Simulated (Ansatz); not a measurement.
Functionals compared on the (311) surface of alpha tin in its 1x1 cell, outermost plane spacing 0.50 Å in the ideal cut (one of several cuts of this face), in Ansatz (plane waves, PAW). The structure was relaxed with PBE; the other rows are single points on it, each with its references at the same level. Cutoff 420 eV (500 eV for r2SCAN).

Set-up: 12 atoms, 10.5 Å thick at the start; mesh 8x5x1; 0.1 eV smearing; dipole correction on; all atoms relaxed; held to the part of the start's symmetry that mesh and held atoms allow; no spin, no spin-orbit, no U. These notes are the PBE run's.

```json
[
 {"functional": "PBE", "surface energy (J/m²)": "0.67", "work function of the top face (eV)": "4.11", "rough cost of the single point": "–"},
 {"functional": "LDA", "surface energy (J/m²)": "0.84", "work function of the top face (eV)": "4.36", "rough cost of the single point": "around 2.5 core-minutes (rough)"},
 {"functional": "PBEsol", "surface energy (J/m²)": "0.77", "work function of the top face (eV)": "4.17", "rough cost of the single point": "about 2.2 core-minutes (a rough figure)"},
 {"functional": "RPBE", "surface energy (J/m²)": "0.58", "work function of the top face (eV)": "4.00", "rough cost of the single point": "around 2.6 core-minutes (rough)"},
 {"functional": "r2SCAN", "surface energy (J/m²)": "0.83", "work function of the top face (eV)": "4.21", "rough cost of the single point": "around 5 core-minutes (rough)"}
]
```

Ansatz is a program for electronic structure.
